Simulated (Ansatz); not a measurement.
The structure below was relaxed with PBE, PAW, 420 eV (Ansatz, a program for electronic structure; no spin-orbit coupling), at pressure 4.2 GPa.

```yaml
crystal:
  lattice:
    - [-2.66854, 2.66854, 5.19287]
    - [2.66854, -2.66854, 5.19287]
    - [2.66854, 2.66854, -5.19287]
  atoms:
    - { symbol: Zn, position: [0.75000, 0.25000, 0.50000] }
    - { symbol: Zn, position: [0.00000, 0.00000, 0.00000] }
    - { symbol: Si, position: [0.25000, 0.75000, 0.50000] }
    - { symbol: Si, position: [0.50000, 0.50000, 0.00000] }
    - { symbol: P, position: [0.14087, 0.12500, 0.51587] }
    - { symbol: P, position: [0.60913, 0.62500, 0.48413] }
    - { symbol: P, position: [0.37500, 0.85913, 0.98413] }
    - { symbol: P, position: [0.87500, 0.39087, 0.01587] }
```

Task: Find the space group and the Wyckoff positions.

Result: Space group I-42d (No. 122); a = 5.337 Å, b = 5.337 Å, c = 10.386 Å, α = 90.00°, β = 90.00°, γ = 90.00°

| atom | site | symmetry | x | y | z |
|---|---|---|---|---|---|
| Zn | 4a | -4.. | 0.0000 | 0.0000 | 0.0000 |
| Si | 4b | -4.. | 0.0000 | 0.0000 | 0.5000 |
| P | 8d | .2. | 0.2500 | 0.2341 | 0.3750 |

Task: Describe the coordination.

Result: The crystal has 16 atoms in its conventional cell. Conventional cell: a = 5.337 Å, b = 5.337 Å, c = 10.386 Å, α = 90.00°, β = 90.00°, γ = 90.00°. Zn has 4 P at 2.341 Å (tetrahedral). Si has 4 P at 2.242 Å (tetrahedral). P has 2 Si at 2.242 Å and 2 Zn at 2.341 Å (tetrahedral). (Neighbours: up to the widest gap in distance over summed covalent radii, below 1.35, at either atom; cation-cation and far metal-metal contacts left out.)

Load acts through the strain it causes; cell and atoms are relaxed under it. Stability against distortions was not tested. The cell was made from ZnSiP$_{2}$ in the chalcopyrite structure (space group I-42d, No. 122) by this change: pressure 4.2 GPa.
